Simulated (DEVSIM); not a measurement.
Device: abrupt Si n-p junction, at 300 K.

```tsv
layer (left to right)	material	thickness (μm)	Nd (cm⁻³)	Na (cm⁻³)	τn (s)	τp (s)
1	Si	5.60	1.2e17	-	3.4e-7	3.4e-7
2	Si	49.0	-	5.3e15	3.4e-7	3.4e-7
```

Left contact: ohmic. Right contact: ohmic. Voltage is applied to the left contact. Recombination: SRH at mid-gap, radiative. Mobility is μmin + (μ − μmin)/(1 + (N/Nref)^α).

This is a model device: material constants are rounded textbook-type values typed into the input, and sizes, dopings and lifetimes were drawn at random. Values at 300 K.

```
parameter           Si
-------------  -------
gap (eV)         1.124
affinity (eV)     4.05
permittivity      11.7
Nc (cm⁻³)      2.86e19
Nv (cm⁻³)       3.1e19
μn (cm²/Vs)       1417
μp (cm²/Vs)        470
μn,min              52
μp,min              45
Nref,n          9.7e16
Nref,p          2.2e17
αn                0.68
αp                0.72
B (cm³/s)      4.7e-15
```

Simulated with DEVSIM: 1D drift-diffusion, Boltzmann statistics, complete ionisation; no tunnelling, impact ionisation, image-force lowering or self-heating.

Tabulate band edges, carrier densities and field at -0.9 V on the left contact.

Energies count from the Fermi level of the right contact; mesh points crowd at the junctions.

```json
[
 {"x (μm)": "0.000", "Ec (eV)": "1.042", "Ev (eV)": "-0.082", "n (cm⁻³)": "1.2e17", "p (cm⁻³)": "970", "field (V/cm)": "-11"},
 {"x (μm)": "0.04238", "Ec (eV)": "1.042", "Ev (eV)": "-0.083", "n (cm⁻³)": "1.2e17", "p (cm⁻³)": "5.4e13", "field (V/cm)": "-11"},
 {"x (μm)": "0.1589", "Ec (eV)": "1.041", "Ev (eV)": "-0.083", "n (cm⁻³)": "1.2e17", "p (cm⁻³)": "2.0e14", "field (V/cm)": "-11"},
 {"x (μm)": "0.4794", "Ec (eV)": "1.041", "Ev (eV)": "-0.083", "n (cm⁻³)": "1.2e17", "p (cm⁻³)": "6.0e14", "field (V/cm)": "-11"},
 {"x (μm)": "1.969", "Ec (eV)": "1.039", "Ev (eV)": "-0.085", "n (cm⁻³)": "1.2e17", "p (cm⁻³)": "2.4e15", "field (V/cm)": "-11"},
 {"x (μm)": "4.146", "Ec (eV)": "1.037", "Ev (eV)": "-0.087", "n (cm⁻³)": "1.2e17", "p (cm⁻³)": "4.9e15", "field (V/cm)": "-10"},
 {"x (μm)": "5.087", "Ec (eV)": "1.036", "Ev (eV)": "-0.088", "n (cm⁻³)": "1.3e17", "p (cm⁻³)": "6.0e15", "field (V/cm)": "-10"},
 {"x (μm)": "5.483", "Ec (eV)": "1.036", "Ev (eV)": "-0.088", "n (cm⁻³)": "1.3e17", "p (cm⁻³)": "6.4e15", "field (V/cm)": "≈ 0"},
 {"x (μm)": "5.573", "Ec (eV)": "1.037", "Ev (eV)": "-0.087", "n (cm⁻³)": "1.2e17", "p (cm⁻³)": "6.9e15", "field (V/cm)": "1500"},
 {"x (μm)": "5.607", "Ec (eV)": "1.061", "Ev (eV)": "-0.063", "n (cm⁻³)": "4.8e16", "p (cm⁻³)": "1.7e16", "field (V/cm)": "9200"},
 {"x (μm)": "5.661", "Ec (eV)": "1.076", "Ev (eV)": "-0.048", "n (cm⁻³)": "2.7e16", "p (cm⁻³)": "3.1e16", "field (V/cm)": "360"},
 {"x (μm)": "5.916", "Ec (eV)": "1.076", "Ev (eV)": "-0.048", "n (cm⁻³)": "2.6e16", "p (cm⁻³)": "3.1e16", "field (V/cm)": "-14"},
 {"x (μm)": "6.519", "Ec (eV)": "1.075", "Ev (eV)": "-0.049", "n (cm⁻³)": "2.6e16", "p (cm⁻³)": "3.1e16", "field (V/cm)": "-14"},
 {"x (μm)": "8.191", "Ec (eV)": "1.073", "Ev (eV)": "-0.051", "n (cm⁻³)": "2.4e16", "p (cm⁻³)": "3.0e16", "field (V/cm)": "-15"},
 {"x (μm)": "15.62", "Ec (eV)": "1.060", "Ev (eV)": "-0.063", "n (cm⁻³)": "2.0e16", "p (cm⁻³)": "2.5e16", "field (V/cm)": "-18"},
 {"x (μm)": "32.92", "Ec (eV)": "1.019", "Ev (eV)": "-0.105", "n (cm⁻³)": "1.2e16", "p (cm⁻³)": "1.7e16", "field (V/cm)": "-31"},
 {"x (μm)": "46.80", "Ec (eV)": "0.964", "Ev (eV)": "-0.160", "n (cm⁻³)": "6.0e15", "p (cm⁻³)": "1.1e16", "field (V/cm)": "-53"},
 {"x (μm)": "51.80", "Ec (eV)": "0.931", "Ev (eV)": "-0.193", "n (cm⁻³)": "3.0e15", "p (cm⁻³)": "8.3e15", "field (V/cm)": "-83"},
 {"x (μm)": "53.92", "Ec (eV)": "0.910", "Ev (eV)": "-0.214", "n (cm⁻³)": "9.9e14", "p (cm⁻³)": "6.3e15", "field (V/cm)": "-130"},
 {"x (μm)": "54.37", "Ec (eV)": "0.904", "Ev (eV)": "-0.220", "n (cm⁻³)": "3.7e14", "p (cm⁻³)": "5.7e15", "field (V/cm)": "-160"},
 {"x (μm)": "54.53", "Ec (eV)": "0.901", "Ev (eV)": "-0.223", "n (cm⁻³)": "1.2e14", "p (cm⁻³)": "5.4e15", "field (V/cm)": "-170"},
 {"x (μm)": "54.60", "Ec (eV)": "0.900", "Ev (eV)": "-0.224", "n (cm⁻³)": "22000", "p (cm⁻³)": "5.3e15", "field (V/cm)": "-170"}
]
```
